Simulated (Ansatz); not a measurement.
Consider the following.

```xyz
8
Lattice="5.3560 0.0000 0.0000 0.0000 3.4402 0.0000 0.0000 0.0000 5.7907" Properties=species:S:1:pos:R:3 pbc="T T T"
Ni     2.7142     0.8600     3.9886
Ni     0.0362     0.8600     4.6974
Ni     2.6418     2.5801     1.8021
Ni     5.3198     2.5801     1.0933
Ge     3.6859     0.8600     0.5047
Ge     1.0079     0.8600     2.3907
Ge     1.6701     2.5801     5.2861
Ge     4.3481     2.5801     3.4000
```

No spin polarisation.

Level of theory: Kohn–Sham DFT with the PBE functional, run in Ansatz (a program for electronic structure) with PAW and 420 eV plane waves, no spin-orbit coupling, earlier PAW set. k-mesh 9×13×8 (Γ-centred); smearing 0.05 eV (Fermi–Dirac).

Task: What is the computed pressure (mean of the normal stresses, compression positive)?

Result: 4.2 GPa.

Task: What band gap does the calculation give?

Result: Zero.

The cells carry an imposed strain or load. Whether these cells are dynamically stable was not tested. The final runs are not spin-polarised. The cell was made from NiGe (space group Pnma, No. 62; non-magnetic) by this change: isotropic strain −0.96 %.
